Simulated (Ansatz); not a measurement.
System: antifluorite Li2O. Method: Hartree–Fock (Ansatz, a first-principles code, plane waves, PAW).

Total energies, extrapolated to zero smearing (they compare only within this program, potentials and cutoff; free atoms with spin allowed, lowest state found):

| system | energy (eV/atom) |
|---|---|
| antifluorite Li2O, relaxed | -322.9918 |
| free Li atom | -202.2655 |
| free O atom | -556.4200 |

Task: Work out the cohesive energy per atom.

Result: E_coh = [2 × (-202.2655) + 1 × (-556.4200)]/3 − (-322.9918) = 2.67 eV/atom. The reference value is 4.06 ± 0.03 eV/atom (worked out here from tabulated enthalpies at 298 K, copied from a table, unchecked, brought to a static lattice with a Debye model, atoms in their spin–orbit ground levels; inputs from the CRC Handbook), a difference of -1.39 eV/atom.

The PAW data were made under PBE.
